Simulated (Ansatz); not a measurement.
Consider InAs in the zinc blende structure (space group F-43m, No. 216; a = 6.186 Å).

(Cell as relaxed with PBE.)

Levels (all Ansatz, an electronic-structure program, PAW): PBE (420 eV, no spin-orbit coupling); r2SCAN (500 eV, spin-orbit coupling left out).

Each level relaxes its own structure.

```
base                      PBE    r2SCAN
-------------------  --------  --------
volume per atom      29.59 Å³  28.50 Å³
lattice parameter a  618.6 pm  610.9 pm
band gap                 zero   0.08 eV
```

One thing is altered: Ga takes the place of In on all its sites, then cell and atoms are relaxed.

```csv
quantity,PBE,r2SCAN
band gap,0.16 eV,0.96 eV
shortest interatomic distance,248.8 pm,245.4 pm
```

PBE's band gap lies 0.80 eV below r2SCAN's; PBE's shortest interatomic distance lies 3.4 pm above r2SCAN's (1.4 %). Neither level is exact; r2SCAN is the comparison here, not a measurement.

Whether these cells are dynamically stable was not tested. The final runs are not spin-polarised. A zero or small gap of GaAs and InAs can be the functional's error rather than a property of the material.
